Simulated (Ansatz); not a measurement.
A computed series for BeS: pressure series

The reference is BeS in the zinc blende structure (space group F-43m, No. 216).

```cif
data_Be4S4
_chemical_formula_sum 'Be4 S4'
_space_group_name_H-M_alt 'F-43m'
_space_group_IT_number 216
_space_group_name_Hall 'F -4 2 3'
_cell_length_a 4.86862
_cell_length_b 4.86862
_cell_length_c 4.86862
_cell_angle_alpha 90.000
_cell_angle_beta 90.000
_cell_angle_gamma 90.000
loop_
_atom_site_label
_atom_site_type_symbol
_atom_site_symmetry_multiplicity
_atom_site_Wyckoff_symbol
_atom_site_fract_x
_atom_site_fract_y
_atom_site_fract_z
_atom_site_occupancy
Be1 Be 4 a 0.00000 0.00000 0.00000 1
S1 S 4 d 0.75000 0.75000 0.75000 1
```
(The calculation used a cell of 2 atoms; values per cell refer to that cell.)

Cell and atoms are relaxed at each pressure.

All numbers come from r2SCAN (Ansatz, a program for electronic structure, PAW, no spin-orbit coupling).

| pressure (GPa) | band gap (eV) |
|---|---|
| -2 | 3.63 |
| -1 | 3.61 |
| 0 | 3.59 |
| 0.9 | ? |
| 2.1 | 3.54 |
| 4.5 | 3.49 |
| 9 | 3.40 |
| 15 | 3.28 |

**Question.** Fit E_g = E₀ + αP + βP² to the rows shown and predict the withheld row.

**Answer.** Least squares on the printed values gives E₀ = 3.59 eV, α = -21.8 meV/GPa, β = 0.087 meV/GPa² (largest residual 0.00 eV); this predicts 3.57 eV, and the run gives 3.57 eV, in agreement.

Load acts through the strain it causes; cell and atoms are relaxed under it. Stability against distortions was not tested. Competing high-pressure phases were not computed.
